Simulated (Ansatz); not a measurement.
## Ti3Al under a change: pressure −2 GPa

The reference is Ti$_{3}$Al (space group P6_3/mmc, No. 194; a = 5.7474 Å, c = 4.6319 Å).

It is then changed as follows: a negative pressure, −2 GPa.

Level of theory: Kohn–Sham DFT with the r2SCAN functional, run in Ansatz (a quantum-chemistry and plane-wave program) with PAW and 500 eV plane waves, no spin-orbit coupling, earlier PAW set. Γ-centred 10×10×10 mesh, Fermi–Dirac width 0.05 eV.

| quantity | base | changed | shift |
|---|---|---|---|
| volume per atom | 16.56 Å³ | 16.85 Å³ | +0.284 Å³ |
| density | 4.28 g/cm³ | 4.20 g/cm³ | -0.072 g/cm³ |
| c/a ratio | 0.806 | 0.805 | -0.0005 |
| shortest interatomic distance | 2.813 Å | 2.829 Å | +0.016 Å |
| enthalpy H = E + PV relative to the base's energy | – | -0.21 eV/atom | – |
| band gap | zero | zero | – |

Final structure:

```xyz
8
Lattice="5.7812 0.0000 0.0000 -2.8906 5.0066 0.0000 0.0000 0.0000 4.6565" Properties=species:S:1:pos:R:3 pbc="T T T"
Ti     2.8906     3.3023     1.1641
Ti    -1.4146     4.1545     3.4924
Ti     1.4760     0.8522     1.1641
Ti     0.0000     1.7043     3.4924
Ti     4.3052     0.8522     1.1641
Ti     1.4146     4.1545     3.4924
Al     0.0000     3.3378     1.1641
Al     2.8906     1.6689     3.4924
```

Load acts through the strain it causes; cell and atoms are relaxed under it. Stability against distortions was not tested. The final runs are not spin-polarised.
